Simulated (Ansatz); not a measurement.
The starting structures come from a database of crystals and need not be the phases stable at ambient conditions.

 Where the default PAW files enter, the runs use the earlier of Ansatz's two default sets.

By LDA, the system below comes out a metal.

A figure of merit of an interconnect metal is its ballistic conductance per area.

Data:

```
CELL_PARAMETERS angstrom
      2.81549     0.00000     0.00000
      1.13790     5.06470     0.00000
      0.01295    -0.66007     2.74185
ATOMIC_POSITIONS crystal
  Au 0.67286 0.72594 0.33404
  Au 0.32714 0.27406 0.66596
```

Space group of this cell: P-1. The cell is taken as given; by LDA its mean pressure is -11.9 GPa.

The current flows along the normal of the first two printed cell vectors. No spin-orbit coupling; the value is a mean over 0.1 eV about the Fermi level.

State the ballistic conductance per area according to LDA in Ansatz (a first-principles code).

0.82 × 10¹⁵ S/m² for both spins.
